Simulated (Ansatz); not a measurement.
A relaxation of the atoms of Pd (P-3m1, 2 atoms in the cell) with Ansatz (a first-principles code).

Method of the run: LDA (PW92), default PAW files made with PBE (plane waves; Ansatz).

The change in words: one atom moved by 0.15 angstrom; relax: default → atoms; relax.f_tol: default → 0.005 eV/Å. Reference geometry:
```
Pd
1.0
    2.77532     0.00000     0.00000
   -1.38766     2.40350     0.00000
    0.00000     0.00000     4.61500
Pd
2
Direct
  0.66667   0.33333   0.75000
  0.33333   0.66667   0.25000
```
Moments meant for the start (each program seeds them in its own way; μB, in the order of the atoms Pd Pd): 1.0 1.0.

Reference input (self-consistent single point, DFT, LDA (PW92), plane waves, default PAW files made with PBE): basis.ecutwfc = 420 eV; kpoints.mp_grid.grid = 14 14 7; hamiltonian.xc = lda; hamiltonian.pseudopotentials = {kind: paw} (the program's default PAW files); magnetization.spin_polarized = true; scf.occupations.method = fermi_dirac; scf.occupations.width = 0.1 eV. This run's input differs from it in these lines:

```diff
@@ -6,3 +6,3 @@
   atoms:
-    - { symbol: Pd, position: [0.666667, 0.333333, 0.750000], spin: 1.0 }
+    - { symbol: Pd, position: [0.666667, 0.333333, 0.782503], spin: 1.0 }
     - { symbol: Pd, position: [0.333333, 0.666667, 0.250000], spin: 1.0 }
@@ -19,2 +19,4 @@
   occupations: { method: fermi_dirac, width: 0.1 }
+relax:
+  f_tol: 0.005
 output:
```

The program printed (abridged):

```
   [... SCF lines of the steps left out ...]
relax step   1: F+E_penalty+E_count = -13688.97340818 eV  Δ(F+E_penalty+E_count) = +0.000e0 eV  max|allowed force component| = 1.057e0 eV/Å  Δτ_max = 0.0000 Å  (17 SCF iters, dr2 threshold 6.25e-7 eV, accepted)
relax step   2: F+E_penalty+E_count = -13689.04956064 eV  Δ(F+E_penalty+E_count) = -7.615e-2 eV  max|allowed force component| = 1.608e-1 eV/Å  Δτ_max = 0.0868 Å  (7 SCF iters, dr2 threshold 6.99e-5 eV, accepted)
relax step   3: F+E_penalty+E_count = -13689.05145266 eV  Δ(F+E_penalty+E_count) = -1.892e-3 eV  max|allowed force component| = 1.162e-3 eV/Å  Δτ_max = 0.0117 Å  (9 SCF iters, dr2 threshold 1.62e-6 eV, accepted)
relax step   4: F+E_penalty+E_count = -13689.05145266 eV  Δ(F+E_penalty+E_count) = -4.547e-11 eV  max|allowed force component| = 1.159e-3 eV/Å  Δτ_max = 0.0000 Å  (3 SCF iters, accepted)
the relaxation is at rest under the 12 symmetry operations that the run kept from its start: a minimum is not shown …
the relaxation's final electronic state is not compared with the one that a single-point calculation of its input finds at the relaxed geometry …
Stability not checked: this state was not tested for a lower state beside it, because too few of the mixer's solves of this state at the end of the SCF gave a …
Magnetization: -0.0000 μB (18.0000 up, 18.0000 down)
   [... lines left out ...]
Absolute magnetization: 0.0000 μB (∫|ρ↑−ρ↓|, with the PAW one-centre terms)
Free energy (F): -13689.051453 eV
Fermi energy:    18.372410 eV
   [... lines left out ...]
--- Relaxed structure (4 steps of the walk, 4 accepted, 0 SCFs on fresh bases) ---
  F+E_penalty+E_count = -13689.05145266 eV   max|allowed force component| = 1.159e-3 eV/Å
  atoms:
    - { symbol: Pd, position: [0.6666666666666666, 0.3333333333333333, 0.766233047345353] }
    - { symbol: Pd, position: [0.3333333333333333, 0.6666666666666667, 0.26626995265464704] }
```

The run converged.  The full log also holds: “iter 5 did not close the SCF: its close was put off for a magnetic moment that had not settled (scf_convergence_deferred on its scf_iter line)”. The full log also holds: “iter 6 did not close the SCF: its close was put off for a magnetic moment that had not settled (scf_convergence_deferred on its scf_iter line)”.

Summary of the result:
| Property | Result |
|---|---|
| Free energy E − TS (on the zero of these files) | -13689.0515 eV |
| Fermi level (on the code's own zero) | 18.37 eV |
| Pressure | -14.08 GPa |
| Largest force (vector length) | 0.001 eV/Å |
| Size of the cell's spin moment | 0.00 μB |
| Relaxation steps | 4 |

The starting cell comes from a database of computed structures (which also holds hypothetical and non-ambient phases and stackings), without a prior relaxation at this level. Its lattice was rescaled by up to half a per cent. For this run, on top of that: one atom moved by 0.15 angstrom. The starting moments vanished: the run ended non-magnetic. The program warned that a starting moment was not kept. The relaxation keeps the symmetry of its start, so its end need not be a minimum. Ansatz's pressure includes its estimate of the finite-basis (Pulay) stress.

Cost on one core of a shared machine: roughly 30 s.

Keys are those of Ansatz 0.2.
